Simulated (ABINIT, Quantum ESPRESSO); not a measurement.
A Quantum ESPRESSO input for a self-consistent single point of SrP2Os2 (I4/mmm, 5 atoms in the cell) (DFT, PBEsol, plane waves, PseudoDojo standard norm-conserving (PBESOL) pseudopotentials):

```fortran
&control
 calculation = 'scf'
 prefix = 'pwscf'
 outdir = './work'
 pseudo_dir = './'
 tprnfor = .true.
 tstress = .true.
/
&system
 ibrav = 7
 celldm(1) = 7.67013378
 celldm(3) = 2.8083156354
 nat = 5
 ntyp = 3
 ecutwfc = 75
 occupations = 'smearing'
 smearing = 'fd'
 degauss = 0.0073499
/
&electrons
 conv_thr = 1e-10
 mixing_beta = 0.7
/
ATOMIC_SPECIES
Sr    87.6200  Sr.upf
P     30.9738  P.upf
Os   190.2300  Os.upf
ATOMIC_POSITIONS crystal
Sr    0.00000000    0.00000000    0.00000000
P     0.00000000    0.34985000    0.34985000
P     0.00000000    0.65015000    0.65015000
Os   -0.50000000    0.25000000    0.75000000
Os   -0.50000000    0.75000000    0.25000000
K_POINTS automatic
7 7 7  0 0 0
```

### Question
Give the ABINIT input for the same structure, mesh, smearing and functional.

### Answer
One input that does it (others would too):

```
# Sr(POs)2, PseudoDojo nc-sr-04 PBEsol standard
pp_dirpath "./"
pseudos "Sr.upf, P.upf, Os.upf"
acell 3*1.0 Angstrom
rprim
        -2.0294300000    2.0294300000    5.6992800000
         2.0294300000   -2.0294300000    5.6992800000
         2.0294300000    2.0294300000   -5.6992800000
natom 5
ntypat 3
znucl 38 15 76
typat 1 2 2 3 3
xred
         0.0000000000    0.0000000000    0.0000000000
         0.3498500000    0.3498500000    0.0000000000
         0.6501500000    0.6501500000    0.0000000000
         0.7500000000    0.2500000000    0.5000000000
         0.2500000000    0.7500000000    0.5000000000
ecut 37
ixc -116133
occopt 3
tsmear 0.1 eV
nband 34
kptopt 1
ngkpt 7 7 7
nshiftk 1
shiftk 0 0 0
nstep 60
tolvrs 1.0e-10
prtwf 0
prtden 0
```

Basis settings and potentials, where a program has them, do not carry over. This input uses DFT, PBEsol, plane waves, norm-conserving pseudopotentials (PseudoDojo nc-sr-04 PBEsol standard).

The starting cell comes from a database of computed structures (which also holds hypothetical and non-ambient phases and stackings), without a prior relaxation at this level.
